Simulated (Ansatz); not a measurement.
We consider spinel Fe₂NiO₄ (cell taken from a computed entry), described by r²SCAN+rVV10 (Ansatz, a first-principles code, plane waves, PAW).

Run with plane-wave cutoff 500 eV, 8×8×8 k mesh, Fermi–Dirac smearing 0.05 eV, spin-polarised start, scalar-relativistic PAW data made under PBE.

Computed at the level's own relaxed cell.

### Question
What does this level give for the equilibrium volume per atom?

### Answer

equilibrium volume per atom: 10.28 Å³/atom

Note: the magnetic order was assumed, not searched for or taken from measurement; the relaxation could not lower the start's symmetry, so the cell can be a saddle point above a distorted one.
